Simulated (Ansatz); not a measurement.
## GaSb, point defects

Consider a 16-atom supercell of GaSb in the zinc blende structure (space group F-43m, No. 216; a = 6.132 Å) at its relaxed geometry.

One neutral defect a cell, atoms relaxed at fixed cell.

The values are results of r2SCAN in Ansatz (plane waves to 500 eV, PAW, spin-orbit coupling left out), not measurements.

```json
[
 {"case": "perfect supercell", "pressure": "0.0 GPa", "largest displacement of a host atom from its site in the perfect cell": "–"},
 {"case": "H interstitial (started 2.50 Å from the nearest host atom), symmetric start", "pressure": "0.2 GPa", "largest displacement of a host atom from its site in the perfect cell": "0.04 Å"},
 {"case": "Ga vacancy, symmetric start", "pressure": "-1.7 GPa", "largest displacement of a host atom from its site in the perfect cell": "0.13 Å"},
 {"case": "Ga on a Sb site (antisite)", "pressure": "-1.1 GPa", "largest displacement of a host atom from its site in the perfect cell": "0.13 Å"}
]
```

The magnetic state is the one reached from the starting moments; the real material's order can differ, and small cells can't hold many antiferromagnetic ones. The cell is small, so the values are those of an ordered compound at a high defect concentration; dilute-limit values will differ. Defects with a symmetric start kept the site's symmetry and may sit on a saddle; the others started slightly shaken. Starting moments died away, wholly or in part, for Ga vacancy and Ga on a Sb site (antisite); another magnetic solution may exist.

Ansatz is an electronic-structure program.
